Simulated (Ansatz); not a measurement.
A calculation on L1₀ (CuAu-type) FePt returned lattice constant a 2.750 Å, lattice parameter c 3.723 Å, magnetic moment 3.61 μB.

For reference: lattice constant a 2.727 Å (measured, room temperature, no zero-point or thermal correction, P4/mmm two-atom cell, a_fct/√2; as tabulated in Sawada et al. (2023), arXiv:2212.12065); lattice parameter c 3.726 Å (measured, room temperature, not corrected to a static lattice, 0.1 GPa; as tabulated in Sawada et al. (2023), arXiv:2212.12065).

**Question.** Which level of theory produced these numbers?
(A) r²SCAN0 (Ansatz, a quantum-chemistry and plane-wave program)
(B) PBE-D4 (Ansatz)
(C) rVV10 (Ansatz)
(D) r²SCAN+rVV10 (Ansatz)

**Answer.** A, r²SCAN0 (Ansatz)

The others give: rVV10 2.750 Å, 3.785 Å, 2.94 μB; r²SCAN+rVV10 2.721 Å, 3.714 Å, 3.27 μB; PBE-D4 2.705 Å, 3.732 Å, 2.93 μB.

Unless a cell is named, each level is at its own relaxed cell (PBE-D4 13.65, r²SCAN+rVV10 13.75, r²SCAN0 14.08, rVV10 14.31 Å³/atom).

Spin-polarised runs: rVV10 (parallel moments), r²SCAN+rVV10 (parallel moments), PBE-D4 (parallel moments), r²SCAN0 (parallel moments).

Ansatz's density-functional and Hartree–Fock values are scalar-relativistic unless marked +SOC, with PAW data made under PBE.
